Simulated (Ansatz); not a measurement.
Defect migration in zinc-blende ZnS: Zn vacancy, charge state -2. Level of theory: PBE, PAW (plane waves to 420 eV; Ansatz, a program for electronic structure).

64-site cell at the relaxed PBE lattice, the Γ point alone, smearing 0.01 eV, spin-restricted, no finite-size correction. No zero-point or tunnelling terms. The charge state is imposed; whether it is stable for some Fermi level was not computed. Forms of the defect that were not tried may lie lower.

Barriers: single points on a 2×2×2 k-point mesh shifted by half a step at the bands' geometries.

The step: one Zn atom jumps into the vacancy from a nearby Zn site; the atom moves 3.70 Å along (0.00, 0.48, -0.48) of the unit cell; the moving atom starts with neighbours S at 2.28, 3 S at 2.39 Å and ends with S at 2.28, 3 S at 2.39 Å.

Task: Estimate the migration barrier of this step that PBE, PAW returns for this input.

Result: 1.27 eV, the same both ways. At the saddle the moving atom has neighbours S at 2.22, 3 S at 2.69, S at 2.69 Å. The program found a first-order saddle point.
